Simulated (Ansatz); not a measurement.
ScPdN2 (model structure, started from the PtCoO2 type, R-3m, No. 166, 4 atoms in the cell): bulk modulus by level of theory

No measured value is used here.

| level (code) | value (GPa) | cell (Å³/atom) |
|---|---|---|
| LDA (Ansatz) | 133 | 12.90 |
| PBE (Ansatz) | ___ | 13.88 |
| PBEsol (Ansatz) | 123 | 13.31 |
| r²SCAN (Ansatz) | 124 | 13.63 |

Some entries are withheld; supply them.


- PBE (Ansatz, a quantum-chemistry and plane-wave program), value (GPa): 114

LDA, PBE, PBEsol, r²SCAN: the bulk modulus is −V dP/dV from two relaxed cells at ±2 % in volume. Each level is taken at its own relaxed cell. Cutoffs differ between the levels. Ansatz's density-functional and Hartree–Fock values are scalar-relativistic unless marked +SOC, with PAW data made under PBE.

A model structure was made by putting elements into a prototype or built by hand; it is no filed structure, need not be a known phase, and can be a saddle point held by its symmetry.
